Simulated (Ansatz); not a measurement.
**Hypothetical P6_3/mmc PbS, pressure series**

Consider PbS (space group P6_3/mmc, No. 194; a hypothetical phase, not in the database extracts checked).

```
CELL_PARAMETERS angstrom
      5.00122     0.00000     0.00000
     -2.50061     4.33119     0.00000
      0.00000     0.00000     5.98247
ATOMIC_POSITIONS crystal
  Pb 0.66667 0.33333 0.25000
  Pb 0.33333 0.66667 0.75000
  S  0.66667 0.33333 0.75000
  S  0.33333 0.66667 0.25000
```

Cell and atoms are relaxed at each pressure.

Level of theory: r2SCAN (Ansatz, an electronic-structure program), no spin-orbit coupling.

| P (GPa) | V (Å³/atom) |
|---|---|
| -2.00 | 34.040 |
| -1.00 | 33.160 |
| 0.30 | 32.179 |
| 0.70 | 31.906 |
| 1.50 | 31.391 |
| 3.00 | 30.529 |
| 5.00 | 29.539 |
| 7.51 | 28.485 |
| 10.01 | 27.591 |

Task: Fit a third-order Birch–Murnaghan equation of state.

Result: Least squares on P(V) = (3B₀/2)[(V₀/V)^(7/3) − (V₀/V)^(5/3)]·[1 + (3/4)(B₀′ − 4)((V₀/V)^(2/3) − 1)] gives V₀ = 32.39 Å³/atom, B₀ = 45 GPa and B₀′ = 4.1.

Load acts through the strain it causes; cell and atoms are relaxed under it. No phonon test of stability was made. No other phases were tried under pressure. The base started in P6_3mc and relaxed to P6_3/mmc at this level.
